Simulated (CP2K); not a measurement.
**A series of runs on ScAl (Cmcm, 4 atoms in the cell)**

```
CELL_PARAMETERS angstrom
      5.67848     0.00000     0.00000
     -4.03004     4.00048     0.00000
      0.00000     0.00000     3.77129
ATOMIC_POSITIONS crystal
  Sc 0.86468 0.13532 0.25000
  Sc 0.13532 0.86468 0.75000
  Al 0.58450 0.41550 0.25000
  Al 0.41550 0.58450 0.75000
```

Base run A: PBEsol, GPW, DZVP-MOLOPT-SR-GTH basis, GTH-PBE potentials (GTH_POTENTIALS) (CP2K), self-consistent single point.

Its settings: CUTOFF = 600 Ry; REL_CUTOFF = 60 Ry; SMEAR/METHOD = FERMI_DIRAC; ELECTRONIC_TEMPERATURE = 1578.21 K; KPOINTS/SCHEME = MONKHORST-PACK 5 5 5; XC_FUNCTIONAL = PBE:PBESOL; Sc/BASIS_SET = DZVP-MOLOPT-SR-GTH; Sc/POTENTIAL = GTH-PBE-q11; Al/BASIS_SET = DZVP-MOLOPT-SR-GTH; Al/POTENTIAL = GTH-PBE-q3; METHOD = GPW; EPS_DEFAULT = 1e-10; NGRIDS = 5; SCF_GUESS = ATOMIC; EPS_SCF = 1e-07; MAX_SCF = 100; ADDED_MOS = 6; MIXING/METHOD = BROYDEN_MIXING; MIXING/ALPHA = 0.3; MIXING/NBUFFER = 10.

The starting cell comes from a database of computed structures (which also holds hypothetical and non-ambient phases and stackings), without a prior relaxation at this level. Values carry the incompleteness of an atom-centred basis. The potentials were made for another functional than the one used. Without a gap this mesh is coarse (it stands for a supercell whose shortest vector is 19 Å).

ΔF is the free energy per atom less that of run A. 

```json
[
 {"run": "A", "MIXING/ALPHA": "0.3", "ΔF (meV/atom)": "0.00", "pressure (GPa)": "-1.68", "largest force (eV/Å)": "0.141", "iterations": "13"},
 {"run": "B", "MIXING/ALPHA": "0.05", "ΔF (meV/atom)": "0.00", "pressure (GPa)": "-1.68", "largest force (eV/Å)": "0.141", "iterations": "19"},
 {"run": "C", "MIXING/ALPHA": "0.1", "ΔF (meV/atom)": "0.00", "pressure (GPa)": "-1.68", "largest force (eV/Å)": "0.141", "iterations": "17"},
 {"run": "D", "MIXING/ALPHA": "0.2", "ΔF (meV/atom)": "0.00", "pressure (GPa)": "-1.68", "largest force (eV/Å)": "0.141", "iterations": "13"},
 {"run": "E", "MIXING/ALPHA": "0.4", "ΔF (meV/atom)": "0.00", "pressure (GPa)": "-1.68", "largest force (eV/Å)": "0.141", "iterations": "12"},
 {"run": "F", "MIXING/ALPHA": "0.6", "ΔF (meV/atom)": "0.00", "pressure (GPa)": "-1.68", "largest force (eV/Å)": "0.141", "iterations": "11"},
 {"run": "G", "MIXING/ALPHA": "0.8", "ΔF (meV/atom)": "0.00", "pressure (GPa)": "-1.68", "largest force (eV/Å)": "0.141", "iterations": "11"}
]
```

Runs B, C, D, E, F, G ended on the same solution as A (within 1 meV/atom). The fewest iterations to that state were 11 (F, G); the most were 19.
